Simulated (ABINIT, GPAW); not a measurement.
A GPAW input for a self-consistent single point of CoSn (P6/mmm, 6 atoms in the cell) (DFT PBE, plane waves, GPAW PAW datasets PBE (gpaw-data 1.0.1)):

```python
from ase import Atoms
from ase.units import GPa
from gpaw import GPAW

atoms = Atoms(['Co', 'Co', 'Co', 'Sn', 'Sn', 'Sn'],
              cell=[[5.247614, 0.000000, 0.000000],
                    [-2.623807, 4.544567, 0.000000],
                    [0.000000, 0.000000, 4.188846]],
              scaled_positions=[[0.000000, 0.500000, 0.000000],
                                [0.500000, 0.000000, 0.000000],
                                [0.500000, 0.500000, 0.000000],
                                [0.666667, 0.333333, 0.500000],
                                [0.333333, 0.666667, 0.500000],
                                [0.000000, 0.000000, 0.000000]],
              pbc=True)

calc = GPAW(mode={'name': 'pw', 'ecut': 850},
            xc='PBE',
            kpts={'size': (6, 6, 7), 'gamma': True},
            occupations={'name': 'fermi-dirac', 'width': 0.1},
            nbands=-10,
            convergence={'density': 1e-05},
            symmetry={'symmorphic': False, 'tolerance': 0.0005},
            maxiter=120)

atoms.calc = calc

energy = atoms.get_potential_energy()
print('Energy (eV):', round(energy, 6))
forces = atoms.get_forces()
print('Forces (eV/Ang):')
print(forces.round(5))
stress = atoms.get_stress()
print('Stress (GPa, Voigt):', (stress / GPa).round(4))
```

Q: Translate this input to ABINIT.

A: This is the input that was run; spellings and numerical settings could be chosen otherwise.

```
# CoSn, JTH v2.0 PBE PAW
pp_dirpath "./"
pseudos "Co.GGA_PBE-JTH.xml, Sn.GGA_PBE-JTH.xml"
acell 3*1.0 Angstrom
rprim
         5.2476139808    0.0000000045    0.0000000000
        -2.6238069943    4.5445670144    0.0000000000
         0.0000000000    0.0000000000    4.1888460000
natom 6
ntypat 2
znucl 27 50
typat 1 1 1 2 2 2
xcart
        -2.4791383115    4.2939935061    0.0000000000
         4.9582766157    0.0000000042    0.0000000000
         2.4791383042    4.2939935103    0.0000000000
         4.9582766133    2.8626623430    3.9578858591
        -0.0000000049    5.7253246776    3.9578858591
         0.0000000000    0.0000000000    0.0000000000
ecut 816 eV
pawecutdg 1633 eV
pawxcdev 0
occopt 3
tsmear 0.1 eV
nband 59
kptopt 1
ngkpt 6 6 7
nshiftk 1
shiftk 0 0 0
nstep 80
tolvrs 1.0e-10
prtwf 0
prtden 0
enunit 2
```

Basis settings and potentials, where a program has them, do not carry over. This input uses DFT, PBE, plane waves, PAW (JTH v2.0 PBE PAW). Both were run: pressure 3.69 GPa in GPAW and 3.66 in ABINIT.

On ABINIT: the starting cell comes from a database of computed structures (which also holds hypothetical and non-ambient phases and stackings), without a prior relaxation at this level. Its lattice was rescaled by a random factor within 2.5 % of one. Spin polarisation is off. With a pressure of about 4 GPa the cell is away from its equilibrium volume at this level.

On GPAW: the starting cell comes from a database of computed structures (which also holds hypothetical and non-ambient phases and stackings), without a prior relaxation at this level. Its lattice was rescaled by a random factor within 2.5 % of one. Spin polarisation is off. With a pressure of about 4 GPa the cell is away from its equilibrium volume at this level.
